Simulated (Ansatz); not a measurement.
# What biaxial strain −0.53 %, plane normal [111], relaxed out of plane does to CsPbCl3

Start from CsPbCl₃ in the cubic perovskite structure (space group Pm-3m, No. 221; a = 5.619 Å). Axes: x, y, z lie along the cube axes.

Now apply this change: compressive biaxial strain of 0.53 % in the plane normal to [111], as in epitaxy on a mismatched substrate; the out-of-plane cell vector and the atoms relax.

Method: DFT with PBEsol, PAW potentials and a 420 eV plane-wave cutoff in Ansatz (a first-principles code), no spin-orbit coupling. Settings: 6×6×6 k-points, 0.05 eV Fermi–Dirac smearing.

```json
[
 {"quantity": "volume per atom", "base": "35.48 Å³", "changed": "35.36 Å³", "shift": "-0.115 Å³"},
 {"quantity": "space group", "base": "Pm-3m (No. 221)", "changed": "R-3m (No. 166)", "shift": "–"},
 {"quantity": "shortest interatomic distance", "base": "2.809 Å", "changed": "2.806 Å", "shift": "-0.003 Å"},
 {"quantity": "energy relative to the base (free energy F)", "base": "0 meV/atom", "changed": "+0.1 meV/atom", "shift": "+0.1 meV/atom"},
 {"quantity": "pressure (mean of the normal stresses, compression positive)", "base": "0.00 GPa", "changed": "0.08 GPa", "shift": "+0.08 GPa"},
 {"quantity": "band gap", "base": "1.83 eV", "changed": "1.80 eV", "shift": "-0.03 eV"},
 {"quantity": "gap character", "base": "–", "changed": "direct at T", "shift": "–"},
 {"quantity": "valley order (the lowest conduction-band minima on the path, energy above the VBM, named in the base's zone)", "base": "R along ⟨111⟩ 1.83 eV; Γ 3.24 eV", "changed": "R along [111] 1.80 eV; M along [110] 2.40 eV; Γ 3.23 eV", "shift": "–"},
 {"quantity": "out-of-plane strain", "base": "–", "changed": "+0.74 %", "shift": "–"},
 {"quantity": "mean in-plane stress (compression positive)", "base": "–", "changed": "+0.1 GPa", "shift": "–"}
]
```

Final structure (turned so that z lies along the plane normal):

```xyz
5
Lattice="7.9040 0.0000 0.0000 3.9520 6.8451 0.0000 3.9520 -2.2817 3.2680" Properties=species:S:1:pos:R:3 pbc="T T T"
Cs     0.0000     0.0000     0.0000
Pb     3.9520     2.2817     1.6340
Cl     1.9760     3.4225     0.0000
Cl     5.9280     3.4225     0.0000
Cl     3.9520     0.0000     0.0000
```

Spin-orbit coupling, missing from the scalar runs, can matter with Pb. No phonon test of stability was made. Many cubic perovskites are stable only at high temperature; tilts and polar distortions were not tested. This is not the structure that CsPbCl3 has at room temperature and ambient pressure. k-point labels follow each cell's own Brillouin zone.
